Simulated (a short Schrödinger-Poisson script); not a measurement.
System: MOS inversion layer, SiO2 on p-type Si(111), at 300 K.

From the gate side: 2.2 nm SiO2; 390 nm Si, acceptors 1.2e18 cm⁻³.

Constants are typed, rounded textbook-type inputs, not results; the design itself was drawn at random and stands for no fabricated device. SiO2: permittivity 3.9, conduction-band edge (eV) 3.15, gap (eV) 9, electron mass (mₑ) 0.5. Si: permittivity 11.7, conduction-band edge (eV) 0, gap (eV) 1.124, Nv at 300 K (cm⁻³) 3.1e19.

Channel valleys (confinement mass, in-plane density-of-states mass, number): Δ6 0.258, 0.358, 6. At the gate the conduction-band edge of layer 1 lies 3.57 eV − eVg above the Fermi level of the channel; the field vanishes at the back. Gaps are held at their typed values at every temperature. Mesh 0.03 nm at interfaces.

From a short Schrödinger-Poisson script (our own, NumPy): 1D Poisson equation in equilibrium, electrons quantum, Hartree (BenDaniel-Duke, 12 states a valley, the channel's in-plane mass for all, wave functions free to enter the dielectric), parabolic valleys, classical holes, full ionisation, no traps, pinning or gate leakage.

```csv
Vg (V),electrons (cm⁻²),C (μF/cm²),Δ6 E0 (meV from the Fermi level)
0.8,1.44e10,0.317,191.0
0.9,1.71e11,0.666,127.0
1,6.44e11,1.00,92.4
1.1,1.29e12,1.14,74.0
1.2,2.01e12,1.21,62.2
1.3,2.77e12,1.24,53.5
1.4,3.55e12,1.27,46.6
1.5,4.35e12,1.29,40.9
1.6,5.16e12,1.30,36.0
1.7,5.97e12,1.32,31.7
1.8,6.80e12,1.33,27.9
1.9,7.63e12,1.34,24.4
2,8.47e12,1.34,21.2
2.1,9.31e12,1.35,18.3
2.2,1.02e13,1.36,15.5
2.3,1.10e13,1.36,12.9
```

Gate voltages with under 1e9 electrons/cm² are left out.

Task: At Vg = 2.3 V the lowest Δ6 subband lies at 12.9 meV from the Fermi level. How many electrons does it hold, and what share of all?

Result: The two-dimensional density of states is g m/(πħ²) = 8.97e11 cm⁻² meV⁻¹ (both spins), kT = 25.9 meV, so n = D kT ln(1 + exp(−E/kT)) = 1.10e13 cm⁻², 1.00 of the 1.10e13 cm⁻² in all.

Task: Compare the slope of the sheet density between 2.1 and 2.3 V with the geometric capacitance of the layers between gate and channel.

Result: q Δn/ΔV = 1.35 μF/cm²; ε0/Σ(t/ε) = 1.57 μF/cm². The ratio is 0.86: the channel acts as a further capacitance in series.
